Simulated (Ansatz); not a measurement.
Consider GaSb in the zinc blende structure (space group F-43m, No. 216; a = 6.111 Å). Axes: x, y, z lie along the cube axes.

The values are results of Kohn–Sham DFT with the PBEsol functional, run in Ansatz (a program for electronic structure) with PAW and 420 eV plane waves, no SOC, not measurements.

Before the change:

| Property | Value |
|---|---|
| Shortest interatomic distance | 2.646 Å |
| Pressure | 0.0 GPa |
| Band gap | zero |

Perturbation: the cell is stretched by 1.00 % along z with no lateral relaxation; the atoms relax in the strained cell.

Problem. Predict the new energy relative to the base.

Solution. The energy grows by 0.7 meV/atom.

Problem. Estimate the effect on the shortest interatomic distance.

Solution. The shortest interatomic distance increases by 0.009 Å, from 2.646 Å to 2.655 Å.

Problem. Predict the new pressure.

Solution. The pressure (mean of the normal stresses, compression positive) goes from zero to -0.5 GPa.

Problem. What happens to the band gap?

Solution. The band gap remains zero.

With Sb present, leaving out spin-orbit coupling can change the band edges. No phonon test of stability was made. All final runs are without spin polarisation. The zero or small gap of GaSb can change with the level of theory.
